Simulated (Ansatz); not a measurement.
The reference is Hf in the hcp (Mg type) structure (space group P6_3/mmc, No. 194; a = 3.198 Å, c = 5.049 Å; relaxed with 0.1 eV smearing). Axes: x lies along a and z along c of the hexagonal cell.

All numbers come from r2SCAN in Ansatz (plane waves to 500 eV, PAW, no spin-orbit coupling).

Before the change:

| Item | Result |
|---|---|
| Shortest interatomic distance | 3.128 Å |
| Pressure | 0.0 GPa |

Now apply this change: tensile biaxial strain of 3.34 % in the plane normal to [001], as in epitaxy on a mismatched substrate; the out-of-plane cell vector and the atoms relax.

**Question.** What does the calculation give for the shortest interatomic distance, ratio −ε⊥/ε∥ and pressure after the change?

**Answer.** The shortest interatomic distance falls by 0.005 Å to 3.123 Å; the ratio −ε⊥/ε∥ comes out as 0.62; the pressure (mean of the normal stresses, compression positive) goes from zero to -4.4 GPa.

Stability against distortions was not tested. All final runs are without spin polarisation.

Ansatz is a program for electronic structure.
